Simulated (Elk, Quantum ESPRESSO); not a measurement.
A Quantum ESPRESSO input for a self-consistent single point of CdIn3 (P6_3/mmc, 8 atoms in the cell) (DFT, PBEsol, plane waves, GBRV 1.5 ultrasoft (PBESOL) pseudopotentials):

```fortran
&CONTROL
  calculation = 'scf',
  prefix = 'CdIn3',
  outdir = './work',
  pseudo_dir = './',
  tprnfor = .true.,
  tstress = .true.,
/
&SYSTEM
  ibrav = 4,
  celldm(1) = 12.350455929,
  celldm(3) = 0.84870970153,
  nat = 8,
  ntyp = 2,
  ecutwfc = 40,
  ecutrho = 200,
  occupations = 'smearing',
  smearing = 'fd',
  degauss = 0.0099958,
/
&ELECTRONS
  conv_thr = 1.0d-10,
/
ATOMIC_SPECIES
Cd   112.4140  cd_pbesol_v1.uspp.F.UPF
In   114.8180  in_pbesol_v1.4.uspp.F.UPF
ATOMIC_POSITIONS {crystal}
Cd    0.666666667    0.333333333    0.250000000
Cd    0.333333333    0.666666667    0.750000000
In    0.333950000    0.166975000    0.750000000
In    0.666050000    0.833025000    0.250000000
In    0.166975000    0.333950000    0.250000000
In    0.833025000    0.666050000    0.750000000
In    0.833025000    0.166975000    0.750000000
In    0.166975000    0.833025000    0.250000000
K_POINTS {automatic}
3 3 4  0 0 0
```

Q: Give the Elk input for the same structure, mesh, smearing and functional.

A: This is the input that was run; spellings and numerical settings could be chosen otherwise.

```
tasks
  0

xctype
  22

swidth
  0.00499791

maxscl
  100

scale
  12.35045593

avec
    1.0000000000    0.0000000063    0.0000000000
   -0.5000000055    0.8660254006    0.0000000000
    0.0000000000    0.0000000000    0.8487097015

sppath
  'species/'

atoms
  2
  'Cd.in'
  2
  0.6666666667  0.3333333333  0.2500000000    0.0 0.0 0.0
  0.3333333333  0.6666666667  0.7500000000    0.0 0.0 0.0
  'In.in'
  6
  0.3339490000  0.1669740000  0.7500000000    0.0 0.0 0.0
  0.6660490000  0.8330240000  0.2500000000    0.0 0.0 0.0
  0.1669740000  0.3339490000  0.2500000000    0.0 0.0 0.0
  0.8330240000  0.6660490000  0.7500000000    0.0 0.0 0.0
  0.8330240000  0.1669740000  0.7500000000    0.0 0.0 0.0
  0.1669740000  0.8330240000  0.2500000000    0.0 0.0 0.0

ngridk
  3 3 4
```

Basis settings and potentials, where a program has them, do not carry over. This input uses DFT, PBEsol, all-electron FP-LAPW, Elk's shipped species files, default APW+lo basis.

The starting cell comes from a database of computed structures (which also holds hypothetical and non-ambient phases and stackings), without a prior relaxation at this level.
